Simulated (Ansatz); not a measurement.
A computed series for W: pressure series

The reference is W in the bcc (W type) structure (space group Im-3m, No. 229).

```cif
data_W
_chemical_formula_sum 'W1'
_space_group_name_H-M_alt 'P 1'
_space_group_IT_number 1
_cell_length_a 2.74516
_cell_length_b 2.74516
_cell_length_c 2.74516
_cell_angle_alpha 109.471
_cell_angle_beta 109.471
_cell_angle_gamma 109.471
loop_
_space_group_symop_operation_xyz
  'x, y, z'
loop_
_atom_site_label
_atom_site_type_symbol
_atom_site_fract_x
_atom_site_fract_y
_atom_site_fract_z
_atom_site_occupancy
W1 W 0.00000 0.00000 0.00000 1
```

Cell and atoms are relaxed at each pressure.

The values are results of r2SCAN (Ansatz, an electronic-structure program, PAW, no spin-orbit coupling), earlier PAW set, not measurements.

| pressure (GPa) | volume per atom (Å³/atom) |
|---|---|
| -2 | 16.027 |
| -1 | 15.976 |
| 0 | 15.925 |
| 3 | 15.778 |
| 7 | ? |
| 15 | 15.252 |
| 30 | 14.702 |
| 50 | 14.094 |
| 75 | 13.472 |

Problem. Fit the third-order Birch–Murnaghan form P(V) = (3B₀/2)[(V₀/V)^(7/3) − (V₀/V)^(5/3)]·[1 + (3/4)(B₀′ − 4)((V₀/V)^(2/3) − 1)] (squares taken in P) to the rows shown and predict the withheld row.

Solution. Least squares on the printed values gives V₀ = 15.925 Å³/atom, B₀ = 319 GPa, B₀′ = 4.1; this predicts 15.594 Å³/atom, and the run gives 15.592 Å³/atom, 0.002 lower.

Load acts through the strain it causes; cell and atoms are relaxed under it. Whether these cells are dynamically stable was not tested. No other phases were tried under pressure. The final runs are not spin-polarised.
